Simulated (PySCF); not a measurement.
PySCF 2.14.0, WB97X/def2-svpd: Mg(Br)(SeH) ([SeH][Mg][Br]), 4 atoms. The geometry is a generated start, not checked to be a minimum at this level.

- task = energy
- method = wb97x
- basis = def2-svpd
- mol.max_memory = 7000 MB
- mf.init_guess = minao (default)
- mf.DIIS = CDIIS (default)
- mf.diis_space = 8 (default)
- mf.conv_tol = 1e-09 (default)
- mf.grids.level = 3 (default)
- basis functions (reference run) = 111
- grid points (reference run) = 69240

```xyz
4

Mg     0.5717    -0.5896     0.0091
Br     2.3806    -1.2368    -1.3539
Se    -1.0824     1.1541     0.1227
H     -1.8699     0.6723     1.2221
```
Charge 0, spin multiplicity 1.

The reference run uses exact four-centre integrals. One run each, on a shared machine, so no times are given.

Measured:

```
setting                                                                                                           energy against the reference
----------------------------------------------------------------------------------------------------------------  ----------------------------
COSX exchange (sgx_fit, pjs) with fitted J, mf.with_df.grids_level_i = 1, mf.with_df.grids_level_f = 4                          −0.56 meV/atom
COSX exchange (sgx_fit, pjs) with fitted J, mf.with_df.grids_level_i = 1, mf.with_df.grids_level_f = 3                          −0.61 meV/atom
COSX exchange (sgx_fit, pjs) with fitted J, mf.with_df.grids_level_i = 1, mf.with_df.grids_level_f = 2 (default)                −0.63 meV/atom
```

Problem. Estimate the difference from the reference for COSX exchange (sgx_fit, pjs) with fitted J, mf.with_df.grids_level_i = 1, mf.with_df.grids_level_f = 1.

Solution. energy against the reference: −1.3 meV/atom. Total energies are compared; such shifts often cancel in part in energy differences. sgx_fit (COSX, pjs=True) fits J as well, so its difference is the sum of the grid's shift in exchange and the fit's in Coulomb.
